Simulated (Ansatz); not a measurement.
## Effect of H interstitial (started 2.32 Å from the nearest host atom), symmetric start on Ge

Base system: a 24-atom supercell of Ge in the diamond structure (space group Fd-3m, No. 227; a = 5.676 Å) at its relaxed geometry.

One thing is altered: one H atom is added in an open site, starting 2.32 Å from the nearest host atom, atoms relaxed at fixed cell.

All numbers come from DFT with PBEsol, PAW potentials and a 420 eV plane-wave cutoff in Ansatz (a program for electronic structure), scalar-relativistic without spin-orbit coupling. k-mesh 5×4×5 (Γ-centred); smearing 0.05 eV (Fermi–Dirac).

| quantity | base | changed | shift |
|---|---|---|---|
| pressure | 0.0 GPa | 0.2 GPa | +0.2 GPa |
| largest displacement of a host atom from its site in the perfect cell | – | 0.07 Å | – |

The cell is small, so the values are those of an ordered compound at a high defect concentration; dilute-limit values will differ. The defect started on the symmetric site and kept its symmetry, so it may sit on a saddle. All final runs are without spin polarisation. The defect cell is not spin-polarised.
